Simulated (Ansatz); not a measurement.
# What uniaxial strain ε_zz = +2.00 % does to Ag

Start from Ag in the fcc (Cu type) structure (space group Fm-3m, No. 225; a = 4.104 Å; relaxed with 0.1 eV smearing). Axes: x, y, z lie along the cube axes.

Now apply this change: uniaxial strain ε_zz = +2.00 %, all other strain components held at zero; the atoms relax in the strained cell.

The values are results of Ansatz (a first-principles code) r2SCAN, spin-orbit coupling left out, not measurements. Settings: 28×28×28 k-points, 0.1 eV Fermi–Dirac smearing.

Volume per atom: 17.63 Å³ (base 17.28 Å³)
Space group: I4/mmm (No. 139) (base Fm-3m (No. 225))
Energy relative to the base (free energy F): +2.6 meV/atom
Pressure (mean of the normal stresses, compression positive): -1.9 GPa (base 0.0 GPa)
Band gap: zero (base zero)
Stress (xx, yy, zz, yz, xz, xy; compression positive): (-1.7, -1.7, -2.3, 0.0, 0.0, 0.0) GPa

Final structure:

```xyz
1
Lattice="0.0000 2.0521 2.0932 2.0521 0.0000 2.0932 2.0521 2.0521 0.0000" Properties=species:S:1:pos:R:3 pbc="T T T"
Ag     0.0000     0.0000     0.0000
```

Cost of the whole job for the changed cell (relaxation, final SCF and bands): around 120 core-seconds (rough).

No phonon test of stability was made.
